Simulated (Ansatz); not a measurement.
## Hypothetical anti-perovskite Cs3AuS under a change: pressure 7.5 GPa

The reference is Cs₃AuS in the anti-perovskite structure (space group Pm-3m, No. 221; a = 6.542 Å; a hypothetical phase, not in the database extracts checked).

It is then changed as follows: cell and atoms relaxed at a pressure of 7.5 GPa.

Level of theory: Ansatz (a first-principles code), PBEsol, PAW, cutoff 420 eV, spin-orbit coupling left out. k-mesh 5×5×5 (Γ-centred); smearing 0.05 eV (Fermi–Dirac).

The volume per atom falls by 16.67 Å³ to 39.32 Å³ and the density grows by 1.58 g/cm³, from 3.72 g/cm³ to 5.30 g/cm³. The lattice parameter a falls by 0.727 Å, from 6.542 Å to 5.815 Å and the shortest interatomic distance shrinks by 0.3634 Å to 2.907 Å. The band gap goes from 1.03 eV to zero.

Final structure:

```
CELL_PARAMETERS angstrom
      5.81490     0.00000     0.00000
      0.00000     5.81490     0.00000
      0.00000     0.00000     5.81490
ATOMIC_POSITIONS crystal
  Cs 0.00000 0.50000 0.50000
  Cs 0.50000 0.00000 0.50000
  Cs 0.50000 0.50000 0.00000
  Au 0.00000 0.00000 0.00000
  S  0.50000 0.50000 0.50000
```

The mesh was chosen for an insulator and is coarse for the gapless case. With Au present, leaving out spin-orbit coupling can change the band edges. Load acts through the strain it causes; cell and atoms are relaxed under it. Whether these cells are dynamically stable was not tested. Competing high-pressure phases were not computed. The final runs are not spin-polarised. The zero or small gap of Cs3AuS under pressure 7.5 GPa can change with the level of theory.
